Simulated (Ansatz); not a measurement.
Consider WC (space group P-6m2, No. 187; relaxed with 0.1 eV smearing).

```xyz
2
Lattice="2.9127 0.0000 0.0000 -1.4563 2.5225 0.0000 0.0000 0.0000 2.8354" Properties=species:S:1:pos:R:3 pbc="T T T"
W      0.0000     0.0000     0.0000
C      0.0000     1.6816     1.4177
```

Cartesian axes are those of the cell as printed.

Level of theory: r2SCAN/PAW in Ansatz (a first-principles code), spin-orbit coupling left out.

Strains are applied to the cell and any free atomic positions relax; under biaxial strain the out-of-plane vector relaxes too.

One change was made to it. Results:

```json
[
 {"quantity": "pressure (mean of the normal stresses, compression positive)", "base": "0.0 GPa", "after": "-5.8 GPa"},
 {"quantity": "shortest interatomic distance", "base": "2.199 Å", "after": "2.209 Å"}
]
```

Which of these changes matches the shifts?
(A) biaxial strain +1.00 %, plane normal [001], relaxed out of plane
(B) biaxial strain +2.50 %, plane normal [001], relaxed out of plane
(C) biaxial strain +0.50 %, plane normal [001], relaxed out of plane
(D) biaxial strain +3.00 %, plane normal [001], relaxed out of plane

A, biaxial strain +1.00 %, plane normal [001], relaxed out of plane. For comparison, the pressure in the other runs: biaxial strain +3.00 %, plane normal [001], relaxed out of plane gives -16.0 GPa; biaxial strain +2.50 %, plane normal [001], relaxed out of plane gives -13.7 GPa; biaxial strain +0.50 %, plane normal [001], relaxed out of plane gives -3.0 GPa.

Whether these cells are dynamically stable was not tested. All final runs are without spin polarisation.
